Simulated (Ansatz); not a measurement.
## TaN3 (model structure, started from the ReO3 type, Pm-3m, No. 221, 4 atoms in the cell): properties by level of theory

```json
[
 {"level (code)": "LDA (Ansatz)", "equilibrium lattice constant a (Å)": "[?]", "bulk modulus (GPa)": "[?]", "cohesive energy (eV/atom)": "5.86"},
 {"level (code)": "PBE (Ansatz)", "equilibrium lattice constant a (Å)": "4.075", "bulk modulus (GPa)": "148", "cohesive energy (eV/atom)": "4.92"},
 {"level (code)": "PBEsol (Ansatz)", "equilibrium lattice constant a (Å)": "[?]", "bulk modulus (GPa)": "156", "cohesive energy (eV/atom)": "5.27"},
 {"level (code)": "r²SCAN (Ansatz)", "equilibrium lattice constant a (Å)": "4.053", "bulk modulus (GPa)": "160", "cohesive energy (eV/atom)": "4.49"}
]
```

Task: What belongs in the gaps?

Result: 
- LDA (Ansatz, a first-principles code), equilibrium lattice constant a (Å): 4.013
- LDA (Ansatz), bulk modulus (GPa): 163
- PBEsol (Ansatz), equilibrium lattice constant a (Å): 4.041

Caveats: the bulk modulus is −V dP/dV from two relaxed cells at ±2 % in volume (LDA, PBE, PBEsol, r²SCAN). Ansatz's density-functional and Hartree–Fock values are scalar-relativistic unless marked +SOC, with PAW data made under PBE.

Free atoms are spin-polarised, in the lowest state found; at levels without +SOC their spin–orbit coupling is left out.

A model structure was made by putting elements into a prototype or built by hand; it is no filed structure, need not be a known phase, and can be a saddle point held by its symmetry.
